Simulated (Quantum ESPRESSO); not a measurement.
Quantum ESPRESSO run on BiPO4 (P2_1/m, 12 atoms in the cell): self-consistent single point.

Method of the run: PBEsol, PseudoDojo standard norm-conserving (PBESOL) pseudopotentials (plane waves; Quantum ESPRESSO).

```yaml
crystal:
  lattice:
    - [4.62639, 0.00000, 0.00000]
    - [0.00000, 7.02875, 0.00000]
    - [-0.43559, 0.00000, 4.60996]
  atoms:
    - { symbol: Bi, position: [0.86634, 0.25000, 0.86382] }
    - { symbol: Bi, position: [0.13366, 0.75000, 0.13618] }
    - { symbol: P, position: [0.34565, 0.25000, 0.34166] }
    - { symbol: P, position: [0.65435, 0.75000, 0.65834] }
    - { symbol: O, position: [0.19261, 0.41794, 0.18850] }
    - { symbol: O, position: [0.80739, 0.58206, 0.81150] }
    - { symbol: O, position: [0.80739, 0.91794, 0.81150] }
    - { symbol: O, position: [0.19261, 0.08206, 0.18850] }
    - { symbol: O, position: [0.68701, 0.75000, 0.33889] }
    - { symbol: O, position: [0.31299, 0.25000, 0.66111] }
    - { symbol: O, position: [0.66555, 0.25000, 0.30919] }
    - { symbol: O, position: [0.33445, 0.75000, 0.69081] }
```

Reference input (self-consistent single point, DFT, PBEsol, plane waves, PseudoDojo standard norm-conserving (PBESOL) pseudopotentials): ecutwfc = 85 Ry; occupations = fixed; potentials = {Bi: Bi.upf, P: P.upf, O: O.upf}; K_POINTS = automatic 3 2 3 0 0 0; nbnd = 46; conv_thr = 1e-11 Ry. This run's input differs from it in these lines:

```diff
@@ -36,4 +36,3 @@
 O     0.2694078346    1.1394534576    0.6883560858
-K_POINTS {automatic}
-3 2 3  0 0 0
+K_POINTS {gamma}
 CELL_PARAMETERS {angstrom}
```

Output, abridged:

```
     Self-consistent Calculation

     iteration #  1     ecut=    85.00 Ry     beta= 0.70

     total energy              =    -617.60988587 Ry
     estimated scf accuracy    <       2.79306316 Ry

     iteration #  2     ecut=    85.00 Ry     beta= 0.70

     total energy              =    -618.48058474 Ry
     estimated scf accuracy    <       2.26370777 Ry

     iteration #  3     ecut=    85.00 Ry     beta= 0.70

     total energy              =    -618.84489344 Ry
     estimated scf accuracy    <       0.03593686 Ry

   [... 10 blocks of this kind left out ...]

     iteration # 14     ecut=    85.00 Ry     beta= 0.70

     total energy              =    -618.87675691 Ry
     estimated scf accuracy    <          3.6E-10 Ry

     iteration # 15     ecut=    85.00 Ry     beta= 0.70
     c_bands:  1 eigenvalues not converged
     End of self-consistent calculation

     highest occupied, lowest unoccupied level (ev):     6.3793   12.7844

!    total energy              =    -618.87675691 Ry
     estimated scf accuracy    <          7.2E-12 Ry

     convergence has been achieved in  15 iterations

     Forces acting on atoms (cartesian axes, Ry/au):

     atom    1 type  1   force =    -0.04733089    0.00000000   -0.05299377
     atom    2 type  1   force =     0.04733089    0.00000000    0.05299377
     atom    3 type  2   force =    -0.00721968   -0.00000000   -0.00794289
     atom    4 type  2   force =     0.00721968    0.00000000    0.00794289
     atom    5 type  3   force =    -0.03776923    0.04587638   -0.04152880
     atom    6 type  3   force =     0.03776923   -0.04587638    0.04152880
   [... lines left out ...]

     Total force =     0.283794     Total SCF correction =     0.000006

          total   stress  (Ry/bohr**3)                   (kbar)     P=      103.99
   0.00064589   0.00000000   0.00005633           95.01        0.00        8.29
   0.00000000   0.00081633   0.00000000            0.00      120.09        0.00
   0.00005633   0.00000000   0.00065841            8.29        0.00       96.86

   JOB DONE.
```

The run converged in 15 iterations. Against the reference run the free energy goes down by 312 meV/atom, the pressure goes from 13.09 to 10.40 GPa, the largest force goes from 1.693 to 2.859 eV/Å and the gap on the mesh goes from 4.503 to 6.405 eV. The full log also holds: “c_bands:  1 eigenvalues not converged”.

The starting cell comes from a database of computed structures (which also holds hypothetical and non-ambient phases and stackings), without a prior relaxation at this level. Its lattice was rescaled by a random factor within 2.5 % of one. Spin-orbit coupling is off. With a pressure of about 10 GPa the cell is away from its equilibrium volume at this level. Forces in this geometry exceed 1 eV/Å. Another mesh or the band path of this cell gives a smaller gap, so this value is not converged in the mesh.
